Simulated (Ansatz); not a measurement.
Here is the system:

End structure of the (31-40) surface of hcp Sc in its 1x1 cell, outermost plane spacing 0.53 Å in the ideal cut:

```
CELL_PARAMETERS angstrom
      5.16530     0.00000     0.00000
      0.00000    11.96987     0.00000
      0.00000     0.00000    27.00000
ATOMIC_POSITIONS crystal
  Sc 0.25000 0.16705 0.30388
  Sc 0.75000 0.33216 0.32507
  Sc 0.25000 0.89236 0.32813
  Sc 0.75000 0.05191 0.34990
  Sc 0.25000 0.59901 0.35553
  Sc 0.75000 0.77229 0.37772
  Sc 0.25000 0.34336 0.39177
  Sc 0.75000 0.50192 0.41154
  Sc 0.25000 0.07514 0.41422
  Sc 0.75000 0.23184 0.43674
  Sc 0.25000 0.80311 0.44053
  Sc 0.75000 0.96143 0.46409
  Sc 0.25000 0.53791 0.47425
  Sc 0.75000 0.69573 0.49307
  Sc 0.25000 0.26581 0.50693
  Sc 0.75000 0.42363 0.52575
  Sc 0.25000 0.00011 0.53591
  Sc 0.75000 0.15842 0.55947
  Sc 0.25000 0.72970 0.56326
  Sc 0.75000 0.88640 0.58578
  Sc 0.25000 0.45962 0.58846
  Sc 0.75000 0.61818 0.60823
  Sc 0.25000 0.18925 0.62228
  Sc 0.75000 0.36253 0.64447
  Sc 0.25000 0.90963 0.65010
  Sc 0.75000 0.06918 0.67187
  Sc 0.25000 0.62938 0.67493
  Sc 0.75000 0.79449 0.69612
```

Set-up: 28 atoms, 10.9 Å thick at the start; mesh 7x4x1; 0.1 eV smearing; dipole correction on; all atoms relaxed; symmetry of the start imposed; no spin, no spin-orbit, no U.

Question: Predict the surface energy (mean of both faces) from PBE run with Ansatz (a first-principles code).

Answer: 1.26 J/m²

Question: What work function of the top face does PBE give?

Answer: 3.26 eV
